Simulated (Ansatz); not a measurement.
The starting structures come from a database of crystals and need not be the phases stable at ambient conditions.

 Where the default PAW files enter, the runs use the earlier of Ansatz's two default sets.

The decay constant κ of evanescent states in the gap governs leakage through a thin film.

```xyz
16
Lattice="5.2366 0.0000 0.0000 0.0000 7.8992 0.0000 0.0000 0.0000 5.0795" Properties=species:S:1:pos:R:3 pbc="T T T"
W      2.6183     6.1877     0.0000
W      0.0000     5.6610     2.5397
W      0.0000     1.7114     2.5397
W      2.6183     2.2381     0.0000
O      3.6811     1.9748     1.5089
O      1.0628     1.9748     1.0309
O      1.5555     1.9748     3.5706
O      4.1738     1.9748     4.0486
O      4.1738     5.9244     1.0309
O      1.5555     5.9244     1.5089
O      1.0628     5.9244     4.0486
O      3.6811     5.9244     3.5706
O      2.6183     0.0459     0.0000
O      0.0000     3.9037     2.5397
O      0.0000     7.8533     2.5397
O      2.6183     3.9955     0.0000
```

Space group of this cell: Pccn. The cell is strained (lengths along the current scaled by 0.97, ions clamped); by PBEsol its mean pressure is 6.1 GPa.

Transport runs along the normal of the first two printed cell vectors.

The gap is the functional's own. No spin-orbit coupling. Mid-gap values are interpolated on the energy grid.

### Question
Give the band gap and the smallest decay constant κ at mid-gap that PBEsol (Ansatz, a quantum-chemistry and plane-wave program) yields.

### Answer
Gap 1.16 eV on a 6×4×6 mesh; κ = 0.130 1/Å, at the zone centre.
